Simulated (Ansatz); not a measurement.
For Al (model structure, from the diamond type, Fd-3m, No. 227), PBE (Ansatz, a quantum-chemistry and plane-wave program, plane waves, PAW) gives:

- equilibrium lattice constant a: 6.048 Å
- bulk modulus B0: 37.4 GPa
- cohesive energy: 2.69 eV/atom

What does r²SCAN in Ansatz (PAW) give for the same quantities?


- lattice constant a: 6.028 Å (drops by 0.3 %)
- bulk modulus: 40.5 GPa (increases by 8.3 %)
- cohesive energy: 2.78 eV/atom (grows by 0.09 eV/atom)

Changes are worked out from the printed values.

Unless a cell is named, each level is at its own relaxed cell (PBE 27.65, r²SCAN 27.38 Å³/atom).

Caveats: the bulk modulus is −V dP/dV from two relaxed cells at ±2 % in volume (PBE, r²SCAN). Ansatz's density-functional and Hartree–Fock values are scalar-relativistic unless marked +SOC, with PAW data made under PBE.

A model structure was made by putting elements into a prototype or built by hand; it is no filed structure, need not be a known phase, and can be a saddle point held by its symmetry.
